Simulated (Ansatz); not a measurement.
Data:

End structure of the (100) surface of germanium, ideal bulk-terminated 1x1 (bottom of the slab: dihydride, held):

```yaml
crystal:
  lattice:
    - [4.07294, 0.00000, 0.00000]
    - [0.00000, 4.07294, 0.00000]
    - [0.00000, 0.00000, 27.50000]
  atoms:
    - { symbol: Ge, position: [0.50000, 0.00000, 0.33500] }
    - { symbol: Ge, position: [0.50000, 0.50000, 0.38737] }
    - { symbol: Ge, position: [0.00000, 0.50000, 0.43929] }
    - { symbol: Ge, position: [0.00000, 0.00000, 0.49204] }
    - { symbol: Ge, position: [0.50000, 0.00000, 0.54419] }
    - { symbol: Ge, position: [0.50000, 0.50000, 0.59687] }
    - { symbol: Ge, position: [0.00000, 0.50000, 0.64904] }
    - { symbol: Ge, position: [0.00000, 0.00000, 0.70318] }
    - { symbol: H, position: [0.79613, 0.00000, 0.29845] }
    - { symbol: H, position: [0.20387, 0.00000, 0.29845] }
```

Model: 10-atom slab, 11.1 Å thick at the start with caps and adatoms (thin: gaps and levels are the slab's own), 7x7x1 mesh, Fermi-Dirac 0.025 eV, dipole correction, 4 atoms held, the rest relaxed; symmetry of the start imposed; no spin (in PBE a spin-polarised start ends no clearly lower), no spin-orbit, no U. The slab shows no gap on its mesh. In PBE it lies 0.63 eV a 1x1 cell over the lowest computed structure of the same composition (c(4x2) alternately buckled dimers).

Task: What work function of the top face does PBE (Ansatz, a first-principles code) give?

Result: 5.05 eV
